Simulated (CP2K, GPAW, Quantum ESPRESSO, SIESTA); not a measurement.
**Code comparison for RuAl (Pm-3m, 2 atoms in the cell)**

Self-consistent single point, at a second geometry (lattice scaled by 0.98). First geometry:

```xyz
2
Lattice="2.9915 0.0000 0.0000 0.0000 2.9915 0.0000 0.0000 0.0000 2.9915" Properties=species:S:1:pos:R:3 pbc="T T T"
Al     1.4957     1.4957     1.4957
Ru     0.0000     0.0000     0.0000
```

Shared settings, as Quantum ESPRESSO writes them: occupations = smearing; smearing = gauss; degauss = 0.019992 Ry; K_POINTS = automatic 9 9 9 0 0 0. Potentials and cutoffs stand in the table.

```csv
code,model,ΔF from the first geometry (meV/atom),pressure (GPa),cutoff
CP2K,"PBE, GPW, DZVP-MOLOPT-SR-GTH basis, GTH-PBE potentials (GTH_POTENTIALS)",46.7,17.26,grid 500 Ry
Quantum ESPRESSO,"PBE, SSSP 1.1.2 efficiency (PBE) pseudopotentials",47.1,17.28,60 Ry
SIESTA,"GGA PBE, numerical atomic orbitals TZP, PseudoDojo PBE standard norm-conserving potentials (rewritten from UPF to PSML)",40.6,16.12,grid 300 Ry
GPAW,"PBE, GPAW PAW datasets PBE (gpaw-data 1.0.1)",52.6,18.30,550 eV
```

On CP2K's run: spin polarisation is off.

The spread over the programs that give each value: ΔF from the first geometry within 12.0 meV/atom; pressure within 2.18 GPa.

CP2K and SIESTA use small atom-centred bases, whose incompleteness enters pressures, forces and empty levels differently from a plane-wave cutoff. In the pressure, SIESTA (by 1.67) lies more than 1 GPa from the median of the plane-wave programs.

The starting cell has typed, rounded lattice constants, without a prior relaxation at this level. Its lattice was rescaled by a random factor within 2.5 % of one. For this run, on top of that: lattice scaled by 0.98.

Left out of this page: ABINIT (with a known weakness of the program); Elk and FLEUR (not drawn, or without a comparable value).
